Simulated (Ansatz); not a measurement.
Input and output of a self-consistent single point for CoAl (Pm-3m, 2 atoms in the cell) (Ansatz, a quantum-chemistry and plane-wave program).

Level of theory: PBEsol, default PAW files made with PBE (plane waves; Ansatz).

```yaml
crystal:
  lattice:
    - [2.90690, 0.00000, 0.00000]
    - [0.00000, 2.90690, 0.00000]
    - [0.00000, 0.00000, 2.90690]
  atoms:
    - { symbol: Al, position: [0.50000, 0.50000, 0.50000] }
    - { symbol: Co, position: [0.00000, 0.00000, 0.00000] }
```

Reference input (self-consistent single point, DFT, PBE, plane waves, default PAW files): basis.ecutwfc = 420 eV; kpoints.mp_grid.grid = 15 15 15; hamiltonian.xc = pbe; hamiltonian.pseudopotentials = {kind: paw} (the program's default PAW files); scf.occupations.method = fermi_dirac; scf.occupations.width = 0.05 eV. This run's input differs from it in these lines:

Ansatz 0.2 input:
```diff
@@ -14,3 +14,3 @@
 hamiltonian:
-  xc: pbe
+  xc: pbesol
   pseudopotentials: { kind: paw }
```

Output (repeated stretches shortened):

```
SCF iter   1: F=—  HF=-5618.686688 eV  |F-HF|=—  |Δ(HF+E_count)|=         —  Δρ=2.29e-2  dr2=7.82e-2  ethr=1.77e-3  ⟨swp⟩=4.3  Hψ=7884  notcnv=0
all-band conjugate gradients solve this SCF's bands
preconditioner: auto → none
SCF iter   2: F=—  HF=-5618.679517 eV  |F-HF|=—  |Δ(HF+E_count)|=   7.17e-3  Δρ=9.74e-3  dr2=1.59e-2  ethr=3.91e-4  ⟨swp⟩=2.0  Hψ=3050  notcnv=0  defer=1
SCF iter   3: F=—  HF=-5618.677939 eV  |F-HF|=—  |Δ(HF+E_count)|=   1.58e-3  Δρ=1.24e-3  dr2=2.66e-4  ethr=7.96e-5  ⟨swp⟩=1.6  Hψ=1790  notcnv=0  defer=1
SCF iter   4: F=—  HF=-5618.677924 eV  |F-HF|=—  |Δ(HF+E_count)|=   1.52e-5  Δρ=1.72e-4  dr2=1.86e-6  ethr=1.33e-6  ⟨swp⟩=2.0  Hψ=1977  notcnv=0  defer=1
SCF iter   5: F=—  HF=-5618.677837 eV  |F-HF|=—  |Δ(HF+E_count)|=   8.71e-5  Δρ=9.07e-6  dr2=4.08e-9  ethr=9.31e-9  ⟨swp⟩=2.3  Hψ=2328  notcnv=0  defer=1
SCF iter   6: F=-5618.677837 eV  HF=-5618.677837 eV  |F-HF|=4.27e-11  |Δ(HF+E_count)|=  5.51e-10  Δρ=1.42e-6  dr2=2.15e-10  ethr=2.04e-11  ⟨swp⟩=1.9  Hψ=5722  notcnv=0
SCF 1 converged in 6 iterations: F = -5618.677837 eV  dr2 = 2.15e-10
Free energy (F): -5618.677837 eV
Internal energy: -5618.669804 eV  (E = F + TS)
E sigma→0 (E₀):  -5618.673820 eV
Entropy (-TS):   -0.008033 eV (-4.016 meV/atom)
Fermi energy:    13.341565 eV
--- Forces (eV/Å), atoms counted from 1 ---
  atom   1  Al     0.00000000    -0.00000000     0.00000000
  atom   2  Co    -0.00000000    -0.00000000    -0.00000000
--- Stress (GPa, compression-positive) ---
      -14.133369       0.000000       0.000000
        0.000000     -14.133369       0.000000
        0.000000       0.000000     -14.133369
  P = ⅓ Tr σ = -14.1334 GPa (-141.334 kbar)
  The stress holds the Pulay correction. Without it, at fixed plane waves, as pw.x and ABINIT print it: P = -14.2407 GPa
```

The run converged in 6 iterations. Against the reference run the pressure goes from -9.06 to -14.13 GPa.

The starting cell has typed, rounded lattice constants, without a prior relaxation at this level. Its lattice was rescaled by a random factor within 2.5 % of one. Spin polarisation is off. With a pressure of about -14 GPa the cell is away from its equilibrium volume at this level. Ansatz's pressure includes its estimate of the finite-basis (Pulay) stress.
